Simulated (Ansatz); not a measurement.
Rock-salt NaH, treated with B3LYP (VWN-RPA form) (Ansatz, a first-principles code, PAW).

The input as run:

Ansatz 0.2 input:
```yaml
crystal:
  lattice:
    - [0.0, 2.4048608754, 2.4048608754]
    - [2.4048608754, 0.0, 2.4048608754]
    - [2.4048608754, 2.4048608754, 0.0]
  atoms:
    - { symbol: Na, position: [0.0, 0.0, 0.0] }
    - { symbol: H, position: [0.5, 0.5, 0.5] }
basis:
  ecutwfc: 460
  ecutrho_ratio: 4
  xc_grid: 2
kpoints:
  mp_grid: { grid: [10, 10, 10] }
  band_path: { path: [[0, 0, 0], [0.5, 0.25, 0.75]], npoints: 1 }
hamiltonian:
  xc: b3lyp
  dispersion: none
  pseudopotentials: { kind: paw }
scf:
  occupations: { method: fermi_dirac, width: 0.01 }
  convergence: { dr2_threshold: 0.0000000002 }
output:
  forces: true
  stress: true
  eigenvalues: true
  write_bands: true
```

From the output:

```
WARN output.stress: scf.exx.energy_threshold = 1e-6 eV is looser than the 2e-8 eV advised for a stress under a hybrid functional (1e-8 eV for each atom of the …
Crystal: 2 atoms, lattice volume = 27.816 Å³
Basis set: ecut = 460 eV, 609 PW (Γ), exchange–correlation on 48×48×48 points (8 copies of the dense FFT grid, shifted against one another)
Bands: 9, of which v1, the nominal top of the filled ones, is band 5 counted from 1 (4 counted from 0)
Symmetry: 48 space group operations
Space group: Fm-3m (ITA 225), of the structure as read, at distance tolerance 3.0e-5 Å
k-points: 47 of 1000
Functional: x = 0.1 slater + 0.9 b88, c = 0.19 vwn_rpa + 0.81 lyp, warm-up for x = 0.08 slater + 0.72 b88 + 0.2 exact, c = 0.19 vwn_rpa + 0.81 lyp
SCF iter   1: F=—  HF=-1505.779392 eV  |F-HF|=—  |Δ(HF+E_count)|=         —  Δρ=5.86e-3  dr2=8.14e-3
SCF iter   2: F=-1505.777187 eV  HF=-1505.777234 eV  |F-HF|=4.69e-5  |Δ(HF+E_count)|=   2.16e-3  Δρ=1.52e-3  dr2=4.98e-4
Crystal: 2 atoms, lattice volume = 27.816 Å³
Initial density: handed on by an earlier stage of this run
Functional: x = 0.08 slater + 0.72 b88 + 0.2 exact, c = 0.19 vwn_rpa + 0.81 lyp
  ...
Crystal: 2 atoms, lattice volume = 27.816 Å³
SCF iter   3: F=—  HF=-1506.350292 eV  |F-HF|=—  |Δ(HF+E_count)|=   5.61e-8  Δρ=2.44e-6  dr2=1.07e-9
SCF iter   4: F=-1506.350292 eV  HF=-1506.350292 eV  |F-HF|=1.82e-12  |Δ(HF+E_count)|=  3.56e-10  Δρ=2.51e-7  dr2=8.98e-11
SCF 3 converged in 4 iterations: F = -1506.350292 eV  dr2 = 8.98e-11
Free energy (F): -1506.350292 eV
Internal energy: -1506.350292 eV  (E = F + TS)
E sigma→0 (E₀):  -1506.350292 eV
Fermi energy:    2.730675 eV
--- Stress (GPa, compression-positive) ---
        0.000419       0.000000      -0.000000
        0.000000       0.000419       0.000000
        0.000000      -0.000000       0.000419
  P = ⅓ Tr σ = 0.0004 GPa (0.004 kbar)
```

The PAW data were made under PBE.
